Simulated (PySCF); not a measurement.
PySCF is run on KCl (Fm-3m, 2 atoms in the cell), and the run fails. The aim is a self-consistent single point with DFT PBE, Gaussian basis gth-dzvp-molopt-sr, GTH pseudopotentials gth-pbe, FFT density fitting with multigrid.

Cell that was meant: a = 4.3988 Å, b = 4.3988 Å, c = 4.3988 Å, α = 60.00°, β = 60.00°, γ = 60.00°.

Part of the input:

```python
mf.max_cycle = 100
mf.diis_start_cycle = 3
mf.damp = 0.5
mf.init_guess = 'huckel'
mf = scf.addons.smearing_(mf, sigma=0.00183747, method='gauss')
mf.kernel()
```

The program printed (abridged):

```
init E= -27.8814561767798
cycle= 1 E= -27.9204270446886  delta_E= -0.039  |g|=    0  |ddm|= 0.278
cycle= 2 E= -27.9207681819488  delta_E= -0.000341  |g|=    0  |ddm|= 0.0319
cycle= 3 E= -27.9207734363235  delta_E= -5.25e-06  |g|=    0  |ddm|= 0.00478
cycle= 4 E= -27.9207734520803  delta_E= -1.58e-08  |g|=    0  |ddm|= 0.000266
cycle= 5 E= -27.9207734521892  delta_E= -1.09e-10  |g|=    0  |ddm|= 2.39e-05
Extra cycle  E= -27.9207734521892  delta_E= 3.55e-15  |g|=    0  |ddm|= 6.47e-08
Atomic HF for atom  K  converged. SCF energy = -27.9207734521892
******** <class 'pyscf.scf.atom_hf_pp.AtomSCFPP'> ********
method = AtomSCFPP
initial guess = minao
damping factor = 0
level_shift factor = 0
DIIS = <class 'pyscf.scf.diis.CDIIS'>
diis_start_cycle = 1
   [... lines left out ...]
SCF conv_tol = 1e-09
SCF conv_tol_grad = None
SCF max_cycles = 50
atom = Cl
Set gradient conv threshold to 3.16228e-05
Initial guess from minao.
tot grids = 18880
init E= -14.5026705094337
cycle= 1 E= -14.5137375489544  delta_E= -0.0111  |g|=    0  |ddm|= 0.26
cycle= 2 E= -14.5139639040707  delta_E= -0.000226  |g|=    0  |ddm|= 0.0385
cycle= 3 E= -14.5139688771446  delta_E= -4.97e-06  |g|=    0  |ddm|= 0.00467
cycle= 4 E= -14.5139688895139  delta_E= -1.24e-08  |g|=    0  |ddm|= 0.000181
cycle= 5 E= -14.513968889514  delta_E= -6.04e-14  |g|=    0  |ddm|= 3.04e-07
Extra cycle  E= -14.513968889514  delta_E= -1.78e-15  |g|=    0  |ddm|= 2.43e-07
Atomic HF for atom  Cl  converged. SCF energy = -14.513968889514
Traceback (most recent call last):
   [... frames left out ...]
ValueError: f(a) and f(b) must have different signs
```

**Question.** From the messages shown, name the fault and mend the input.

**Answer.** The fault is a starting guess that this class of run does not serve. Not every guess is implemented for periodic cells on several k-points. To fix it, use a guess that the class supports. The program stopped before any SCF iteration.

The sound input it was made from differs as follows (other fixes are possible):
```diff
-mf.init_guess = 'huckel'
```

With that input, the run converged in 7 iterations: free energy E − TS -1180.2144 eV; top of the valence band (on the code's own zero) 1.22 eV; gap on the k-point mesh 5.31 eV (DFT PBE, Gaussian basis gth-dzvp-molopt-sr, GTH pseudopotentials gth-pbe, FFT density fitting with multigrid).

On the sound input: the starting cell comes from a database of computed structures (which also holds hypothetical and non-ambient phases and stackings), without a prior relaxation at this level. Its lattice was rescaled by a random factor within 2.5 % of one. Values carry the incompleteness of an atom-centred basis.
